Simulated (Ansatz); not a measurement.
Output of an Ansatz run (abridged):

```
WARN ansatz: RAYON_NUM_THREADS=1 ignored (pool sized by the plan → 1); use --threads N
Pseudopotentials: kind: paw
Pseudopotential: Sb, paw, valence charge 15
Crystal: 1 atoms, lattice volume = 25.822 Å³
Basis set: ecut = 420 eV, 531 PW (Γ)
Bands: 12, of which v1, the nominal top of the filled ones, is band 8 counted from 1 (7 counted from 0)
Symmetry: 48 space group operations
Space group: Im-3m (ITA 229), of the structure as read, at distance tolerance 3.0e-5 Å
k-points: 72 of 1728
PAW frozen core: Sb, regenerated for the run's functional, and the local potential with it
Initial density: superposition of atomic densities (neutral atoms: chi_scale 0, normalization atom), corrected by the library's trained network
Initial wavefunctions: pseudopotential atomic-orbital guess
Eigensolver: davidson
Functional: x = slater, c = lda
SCF iter   1: F=—  HF=-6335.639000 eV  |F-HF|=—  |Δ(HF+E_count)|=         —  Δρ=6.95e-3  dr2=5.09e-3  ethr=1.77e-3  ⟨swp⟩=5.1  Hψ=5062  notcnv=0
all-band conjugate gradients solve this SCF's bands
preconditioner: auto → Kerker (q_TF=auto, 2.492 Å⁻¹)
SCF iter   2: F=—  HF=-6335.636763 eV  |F-HF|=—  |Δ(HF+E_count)|=   2.24e-3  Δρ=3.94e-3  dr2=1.70e-3  ethr=3.40e-5  ⟨swp⟩=1.6  Hψ=1500  notcnv=0
SCF iter   3: F=—  HF=-6335.636128 eV  |F-HF|=—  |Δ(HF+E_count)|=   6.35e-4  Δρ=6.66e-4  dr2=1.24e-4  ethr=1.14e-5  ⟨swp⟩=2.0  Hψ=1197  notcnv=0
SCF iter   4: F=—  HF=-6335.636068 eV  |F-HF|=—  |Δ(HF+E_count)|=   6.06e-5  Δρ=2.40e-4  dr2=2.19e-5  ethr=8.27e-7  ⟨swp⟩=2.0  Hψ=1336  notcnv=0
SCF iter   5: F=—  HF=-6335.636061 eV  |F-HF|=—  |Δ(HF+E_count)|=   6.12e-6  Δρ=1.27e-4  dr2=4.46e-6  ethr=1.46e-7  ⟨swp⟩=1.1  Hψ=850  notcnv=0
SCF iter   6: F=—  HF=-6335.636059 eV  |F-HF|=—  |Δ(HF+E_count)|=   2.01e-6  Δρ=4.36e-5  dr2=4.08e-7  ethr=2.97e-8  ⟨swp⟩=2.7  Hψ=1357  notcnv=0
SCF iter   7: F=-6335.636059 eV  HF=-6335.636059 eV  |F-HF|=9.20e-10  |Δ(HF+E_count)|=   2.81e-7  Δρ=1.79e-6  dr2=9.73e-10  ethr=6.67e-10  ⟨swp⟩=6.8  Hψ=4141  notcnv=0
SCF 1 converged in 7 iterations: F = -6335.636059 eV  dr2 = 9.73e-10
SCF converged after 7 iterations
Free energy (F): -6335.636059 eV
Harris-Foulkes:  -6335.636059 eV  (|F-HF|=9.20e-10)
Internal energy: -6335.632294 eV  (E = F + TS)
E sigma→0 (E₀):  -6335.634176 eV
Entropy (-TS):   -0.003765 eV (-3.765 meV/atom)
Fermi energy:    11.979717 eV
--- Per-component energies (eV) ---
  E_band       = -138.454887
  E_kinetic    = 208.708947
  E_local      = -1405.606589  (includes V_loc(G=0)·N_el)
  E_nonlocal   = 365.785197
  E_hartree    = 642.287081
  E_xc         = -138.452771
  E_vxc        = -98.057467  (∫ρ·V_xc dr)
  E_paw        = -4425.812316  (= ΣΔE_a)
  E_vpaw       = -493.857695  (= ΣTr[D̂ρ^β])
  E_aug_tail   = -0.000002  (compensation charges beyond the density's cutoff)
  E_ewald      = -1583.100663
  E_core_change = 0.558824  (= ΣΔE_core)
  E_smearing   = -0.003765  (= −TS)
  E_closure    = 0.000000  (closes the sum)
  Σ components = -6335.636059   (vs F -6335.636059, Δ=0.00e0)
--- Forces (eV/Å), atoms counted from 1 ---
  atom   1  Sb    -0.00000000     0.00000000    -0.00000000
  max |Σ_I F_I| component: 9.04e-31 eV/Å
--- Stress (GPa, compression-positive) ---
       -0.776138      -0.000000       0.000000
        0.000000      -0.776138       0.000000
        0.000000       0.000000      -0.776138
  P = ⅓ Tr σ = -0.7761 GPa (-7.761 kbar)
  The stress holds the Pulay correction. Without it, at fixed plane waves, as pw.x and ABINIT print it: P = -0.8187 GPa
--- Band table (eV; the first three rows and the last of 72) ---
  k-point 0: bands = ["-17.1816", "-17.1816", "-17.1816", "-17.0981", "-17.0981", "-1.2505", "17.6660", "17.6660", "17.6660", "23.5177", "23.5177", "23.5177"]
  k-point 1: bands = ["-17.1832", "-17.1784", "-17.1725", "-17.1000", "-17.0984", "-1.0996", "16.5289", "17.1825", "17.5333", "22.0812", "22.2925", "23.4212"]
  k-point 2: bands = ["-17.1876", "-17.1704", "-17.1476", "-17.1047", "-17.0995", "-0.6485", "14.1687", "16.1819", "17.1650", "20.7887", "21.1901", "23.2351"]
  k-point 71: bands = ["-17.1840", "-17.1840", "-17.0569", "-17.0569", "-17.0569", "6.3863", "9.8749", "9.8749", "9.8749", "14.9773", "14.9773", "29.3698"]
```

The structure:

```
CELL_PARAMETERS angstrom
     -1.86198     1.86198     1.86198
      1.86198    -1.86198     1.86198
      1.86198     1.86198    -1.86198
ATOMIC_POSITIONS crystal
  Sb 0.00000 0.00000 0.00000
```

**Question.** Reconstruct the input of this run.

**Answer.** Other spellings and defaults could give the same log, and not every line can be read from it. The input that was run (DFT, LDA (PW92), plane waves, default PAW files made with PBE):

Ansatz 0.2 input:
```yaml
crystal:
  lattice:
    - [-1.86198300, 1.86198300, 1.86198300]
    - [1.86198300, -1.86198300, 1.86198300]
    - [1.86198300, 1.86198300, -1.86198300]
  atoms:
    - { symbol: Sb, position_ang: [0.00000000, 0.00000000, 0.00000000] }
basis:
  ecutwfc: 420.0
kpoints:
  mp_grid:
    grid: [12, 12, 12]
hamiltonian:
  xc: lda
  pseudopotentials:
    kind: paw
scf:
  occupations:
    method: gaussian
    width: 0.1
output:
  forces: true
  eigenvalues: true
  stress: true
```

The starting cell comes from a database of computed structures (which also holds hypothetical and non-ambient phases and stackings), without a prior relaxation at this level. Its lattice was rescaled by up to half a per cent. Spin-orbit coupling is off. Ansatz's pressure includes its estimate of the finite-basis (Pulay) stress.

Ansatz is a quantum-chemistry and plane-wave program.
